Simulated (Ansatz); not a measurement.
Effect of isotropic strain +2.00 % on MgTe

The reference is MgTe in the zinc blende structure (space group F-43m, No. 216; a = 6.509 Å).

Perturbation: an isotropic linear strain of +2.00 %, atoms relaxed at fixed cell.

Level of theory: DFT with PBE, PAW potentials and a 420 eV plane-wave cutoff in Ansatz (a first-principles code), without spin-orbit coupling. Γ-centred 9×9×9 mesh, Fermi–Dirac width 0.05 eV.

```csv
quantity,base,changed,shift
volume per atom,34.48 Å³,36.59 Å³,+2.11 Å³
shortest interatomic distance,5.326 bohr,5.433 bohr,+0.107 bohr
energy relative to the base (free energy F),0 meV/atom,+12 meV/atom,+12 meV/atom
pressure,-0.1 kbar,-17.9 kbar,-17.8 kbar
band gap,2.33 eV,2.08 eV,-0.25 eV
gap character,direct at Γ,direct at Γ,–
mean gap deformation potential ΔEg/Δln V,–,-4.3 eV,–
width of the top valence band,1.39 eV,1.27 eV,-0.12 eV
electron mass,0.17 mₑ (at Γ),0.16 mₑ (at Γ),–
"hole mass (degenerate bands, along [100])","0.20, 0.92, 0.92 mₑ (at Γ)","0.19, 0.97, 0.97 mₑ (at Γ)",–
"valley order (the lowest conduction-band minima on the path, energy above the VBM, named in the base's zone)",Γ 2.33 eV; X along ⟨100⟩ 2.88 eV; L along ⟨111⟩ 3.17 eV,Γ 2.08 eV; X along ⟨100⟩ 2.96 eV; L along ⟨111⟩ 3.02 eV,–
```

Final structure:

```
CELL_PARAMETERS angstrom
      0.00000     3.31978     3.31978
      3.31978     0.00000     3.31978
      3.31978     3.31978     0.00000
ATOMIC_POSITIONS crystal
  Mg 0.00000 0.00000 0.00000
  Te 0.25000 0.25000 0.25000
```

Cost of the whole job for the changed cell (relaxation, final SCF and bands): very roughly 19 core-seconds.

With Te present, leaving out spin-orbit coupling can change the band edges. Effective masses come from finite differences of ±0.01 Å⁻¹. No phonon test of stability was made.
